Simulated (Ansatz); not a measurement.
Worked example: self-consistent single point of Na₂W₄O₁₃ (P-1, 19 atoms in the cell) in Ansatz (a program for electronic structure)

Computed with PBEsol, default PAW files made with PBE (plane waves; Ansatz).

This input was run:

Ansatz 0.2 input:
```yaml
# Na2W4O13
crystal:
  lattice:
    - [3.851900, 0.000000, 0.000000]
    - [-0.059118, 8.330480, 0.000000]
    - [-1.906478, -0.844001, 8.157617]
  atoms:
    - { symbol: Na, position: [0.711380, 0.688160, 0.422600] }
    - { symbol: Na, position: [0.288620, 0.311840, 0.577400] }
    - { symbol: W, position: [0.959980, 0.632150, 0.824880] }
    - { symbol: W, position: [0.040020, 0.367850, 0.175120] }
    - { symbol: W, position: [0.852090, 0.024100, 0.803070] }
    - { symbol: W, position: [0.147910, 0.975900, 0.196930] }
    - { symbol: O, position: [0.998020, 0.844870, 0.995640] }
    - { symbol: O, position: [0.001980, 0.155130, 0.004360] }
    - { symbol: O, position: [0.609220, 0.989440, 0.187020] }
    - { symbol: O, position: [0.390780, 0.010560, 0.812980] }
    - { symbol: O, position: [0.434810, 0.643210, 0.841980] }
    - { symbol: O, position: [0.565190, 0.356790, 0.158020] }
    - { symbol: O, position: [0.000000, 0.500000, 0.000000] }
    - { symbol: O, position: [0.836770, 0.489100, 0.652740] }
    - { symbol: O, position: [0.163230, 0.510900, 0.347260] }
    - { symbol: O, position: [0.816720, 0.154160, 0.649990] }
    - { symbol: O, position: [0.183280, 0.845840, 0.350010] }
    - { symbol: O, position: [0.155070, 0.189590, 0.310100] }
    - { symbol: O, position: [0.844930, 0.810410, 0.689900] }
kpoints:
  mp_grid:
    grid: [4, 2, 2]
    shift: [0.5, 0.5, 0.5]
hamiltonian:
  xc: pbesol
  pseudopotentials:
    kind: paw
scf:
  occupations:
    method: fixed
output:
  forces: true
  eigenvalues: true
  stress: true
```

Output, abridged:

```
WARN basis.ecutwfc = 420 eV, the default
WARN ansatz: RAYON_NUM_THREADS=1 ignored (pool sized by the plan → 1); use --threads N
Pseudopotentials: kind: paw
Pseudopotential: Na, paw, valence charge 9
Pseudopotential: W, paw, valence charge 14
Pseudopotential: O, paw, valence charge 6
Crystal: 19 atoms, lattice volume = 261.763 Å³
Basis set: ecut = 420 eV, 5117 PW (Γ), exchange–correlation on 54×120×120 points (8 copies of the dense FFT grid, shifted against one another)
Bands: 95, of which v1, the nominal top of the filled ones, is band 76 counted from 1 (75 counted from 0)
Symmetry: 2 space group operations
Space group: P-1 (ITA 2), of the structure as read, at distance tolerance 6.4e-5 Å
k-points: 8 of 16
PAW frozen core: Na, regenerated for the run's functional, and the local potential with it
PAW frozen core: W, regenerated for the run's functional, and the local potential with it
PAW frozen core: O, regenerated for the run's functional, and the local potential with it
Initial density: superposition of atomic densities (neutral atoms: chi_scale 0, normalization atom), corrected by the library's trained network
Initial wavefunctions: pseudopotential atomic-orbital guess
Eigensolver: davidson
Functional: x = pbesol(κ = 0.804, μ = 0.12345679012345678), c = pbesol(β = 0.046)
SCF iter   1: F=—  HF=-51277.801542 eV  |F-HF|=—  |Δ(HF+E_count)|=         —  Δρ=1.67e-2  dr2=7.52e-1  ethr=1.77e-3  ⟨swp⟩=5.0  Hψ=2603  notcnv=0  defer=136
all-band conjugate gradients solve this SCF's bands
preconditioner: auto → Resta (q_TF=auto, 2.492 Å⁻¹)
SCF iter   2: F=—  HF=-51277.691555 eV  |F-HF|=—  |Δ(HF+E_count)|=   1.10e-1  Δρ=7.91e-3  dr2=1.81e-1  ethr=4.95e-4  ⟨swp⟩=2.0  Hψ=1208  notcnv=0  defer=133
SCF iter   3: F=—  HF=-51277.661469 eV  |F-HF|=—  |Δ(HF+E_count)|=   3.01e-2  Δρ=1.71e-3  dr2=6.40e-3  ethr=1.19e-4  ⟨swp⟩=2.0  Hψ=994  notcnv=0  defer=136
SCF iter   4: F=—  HF=-51277.661343 eV  |F-HF|=—  |Δ(HF+E_count)|=   1.26e-4  Δρ=9.06e-4  dr2=1.69e-3  ethr=4.21e-6  ⟨swp⟩=2.0  Hψ=983  notcnv=0  defer=136
SCF iter   5: F=—  HF=-51277.661386 eV  |F-HF|=—  |Δ(HF+E_count)|=   4.32e-5  Δρ=2.20e-4  dr2=1.82e-4  ethr=1.11e-6  ⟨swp⟩=2.0  Hψ=986  notcnv=0  defer=136
SCF iter   6: F=—  HF=-51277.661466 eV  |F-HF|=—  |Δ(HF+E_count)|=   8.00e-5  Δρ=1.66e-4  dr2=7.27e-5  ethr=1.20e-7  ⟨swp⟩=2.0  Hψ=1075  notcnv=0  defer=110
SCF iter   7: F=—  HF=-51277.661079 eV  |F-HF|=—  |Δ(HF+E_count)|=   3.87e-4  Δρ=4.97e-5  dr2=9.16e-6  ethr=4.78e-8  ⟨swp⟩=2.0  Hψ=1124  notcnv=0  defer=108
SCF iter   8: F=—  HF=-51277.661085 eV  |F-HF|=—  |Δ(HF+E_count)|=   6.42e-6  Δρ=1.63e-5  dr2=1.05e-6  ethr=6.03e-9  ⟨swp⟩=2.0  Hψ=963  notcnv=0  defer=108
SCF iter   9: F=—  HF=-51277.661087 eV  |F-HF|=—  |Δ(HF+E_count)|=   1.49e-6  Δρ=9.82e-6  dr2=2.61e-7  ethr=6.91e-10  ⟨swp⟩=2.0  Hψ=1123  notcnv=0  defer=108
SCF iter  10: F=—  HF=-51277.661087 eV  |F-HF|=—  |Δ(HF+E_count)|=   9.60e-8  Δρ=7.19e-6  dr2=1.35e-7  ethr=6.58e-11  ⟨swp⟩=13.5  Hψ=3636  notcnv=0
SCF iter  11: F=-51277.661087 eV  HF=-51277.661087 eV  |F-HF|=3.44e-9  |Δ(HF+E_count)|=   1.66e-8  Δρ=3.00e-6  dr2=2.44e-8  ethr=6.58e-11  ⟨swp⟩=4.0  Hψ=2152  notcnv=0
SCF 1 converged in 11 iterations: F = -51277.661087 eV  dr2 = 2.44e-8
SCF converged after 11 iterations
Free energy (F): -51277.661087 eV
Harris-Foulkes:  -51277.661087 eV  (|F-HF|=3.44e-9)
Internal energy: -51277.661087 eV  (E = F + TS)
E sigma→0 (E₀):  -51277.661087 eV
Fermi energy:    5.431882 eV
--- Per-component energies (eV) ---
  E_band       = -1784.029645
  E_kinetic    = 4291.561306
  E_local      = -13884.400339  (includes V_loc(G=0)·N_el)
  E_nonlocal   = 862.646031
  E_hartree    = 5120.815687
  E_xc         = -2072.273817
  E_vxc        = -2251.725283  (∫ρ·V_xc dr)
  E_paw        = -36226.825022  (= ΣΔE_a)
  E_vpaw       = -1043.775552  (= ΣTr[D̂ρ^β])
  E_aug_tail   = 0.031616  (compensation charges beyond the density's cutoff)
  E_ewald      = -9370.671849
  E_core_change = 1.455299  (= ΣΔE_core)
  E_smearing   = -0.000000  (= −TS)
  E_closure    = 0.000000  (closes the sum)
  Σ components = -51277.661087   (vs F -51277.661087, Δ=0.00e0)
--- Forces (eV/Å), atoms counted from 1 ---
  atom   1  Na    -0.01088693     0.02070190    -0.01916581
  atom   2  Na     0.01088693    -0.02070190     0.01916581
  atom   3  W      0.05718932     0.05754090     0.04570223
  atom   4  W     -0.05718932    -0.05754090    -0.04570223
  atom   5  W     -0.05035776    -0.04954553     0.10893799
  atom   6  W      0.05035776     0.04954553    -0.10893799
  atom   7  O      0.01915791     0.07456366     0.09442004
  atom   8  O     -0.01915791    -0.07456366    -0.09442004
  atom   9  O     -0.10287039    -0.07023124     0.06175725
  atom  10  O      0.10287039     0.07023124    -0.06175725
  atom  11  O     -0.09398377    -0.03961407    -0.07158762
  atom  12  O      0.09398377     0.03961407     0.07158762
  atom  13  O      0.00000000     0.00000000     0.00000000
  atom  14  O     -0.00217976     0.16414913     0.22269997
  atom  15  O      0.00217976    -0.16414913    -0.22269997
  atom  16  O     -0.00408488    -0.19956090     0.23910428
  atom  17  O      0.00408488     0.19956090    -0.23910428
  atom  18  O      0.00154414    -0.03954556    -0.22870284
  atom  19  O     -0.00154414     0.03954556     0.22870284
  max |Σ_I F_I| component: 0.00e0 eV/Å
--- Stress (GPa, compression-positive) ---
       -1.241338      -0.002881      -0.019951
       -0.002881      -1.643248       0.077973
       -0.019951       0.077973      -1.403531
  P = ⅓ Tr σ = -1.4294 GPa (-14.294 kbar)
  The stress holds the Pulay correction. Without it, at fixed plane waves, as pw.x and ABINIT print it: P = -2.0618 GPa
--- Band table (eV; the first three rows and the last of 8) ---
  k-point 0: bands = ["-68.8089", "-68.8088", "-68.5176", "-68.5151", "-43.1590", "-43.1588", "-33.1790", "-33.1779", "-33.1242", "-33.1211", "-33.1158", "-33.0869", "-32.9578", "-32.9006", "-32.8568", "-32.8501", "-32.8033", "-32.7973", "-15.2923", [...]
  k-point 1: bands = ["-68.8089", "-68.8088", "-68.5176", "-68.5151", "-43.1590", "-43.1588", "-33.1790", "-33.1779", "-33.1242", "-33.1211", "-33.1158", "-33.0869", "-32.9579", "-32.9005", "-32.8568", "-32.8500", "-32.8033", "-32.7973", "-15.2920", [...]
  k-point 2: bands = ["-68.8089", "-68.8088", "-68.5176", "-68.5151", "-43.1590", "-43.1588", "-33.1790", "-33.1779", "-33.1242", "-33.1211", "-33.1158", "-33.0869", "-32.9578", "-32.9006", "-32.8568", "-32.8501", "-32.8033", "-32.7974", "-15.2923", [...]
  k-point 7: bands = ["-68.8087", "-68.8086", "-68.5174", "-68.5150", "-43.1586", "-43.1585", "-33.1870", "-33.1859", "-33.1568", "-33.1549", "-33.1167", "-33.0846", "-32.9558", "-32.9181", "-32.9005", "-32.8764", "-32.8022", "-32.7951", "-15.2891", [...]
```

The run converged in 11 iterations.

The starting cell comes from a database of computed structures (which also holds hypothetical and non-ambient phases and stackings), without a prior relaxation at this level. Spin-orbit coupling is off. Ansatz's pressure includes its estimate of the finite-basis (Pulay) stress. Without the estimate this run gives -2.06 GPa. Another mesh or the band path of this cell gives a smaller gap, so this value is not converged in the mesh.
